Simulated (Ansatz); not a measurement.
TiZnO₃ (R3c, No. 161, 10 atoms in the cell; start mp-1078470), treated with LDA (Ansatz, a first-principles code, PAW).

Run with plane-wave cutoff 520 eV, 8×8×8 k mesh, Fermi–Dirac smearing 0.01 eV, no spin polarisation, scalar-relativistic PAW data made under PBE.

Cell (relaxed at this level):

```yaml
crystal:
  lattice:
    - [2.50864, 1.44836, 4.52306]
    - [-2.50864, 1.44836, 4.52306]
    - [0.00000, -2.89672, 4.52306]
  atoms:
    - { symbol: Ti, position: [0.49965, 0.49965, 0.49965] }
    - { symbol: Ti, position: [0.99965, 0.99965, 0.99965] }
    - { symbol: Zn, position: [0.78025, 0.78025, 0.78025] }
    - { symbol: Zn, position: [0.28025, 0.28025, 0.28025] }
    - { symbol: O, position: [0.86559, 0.21887, 0.60614] }
    - { symbol: O, position: [0.21887, 0.60614, 0.86559] }
    - { symbol: O, position: [0.60614, 0.86559, 0.21887] }
    - { symbol: O, position: [0.36559, 0.10614, 0.71887] }
    - { symbol: O, position: [0.71887, 0.36559, 0.10614] }
    - { symbol: O, position: [0.10614, 0.71887, 0.36559] }
```

Q: Predict the band gap and smallest direct gap on the k points sampled.

A: 
* **band gap**: 2.87 eV
* **smallest direct gap on the k points sampled**: 2.88 eV

A start named mp-… is a Materials Project structure, which need not be a measured phase.
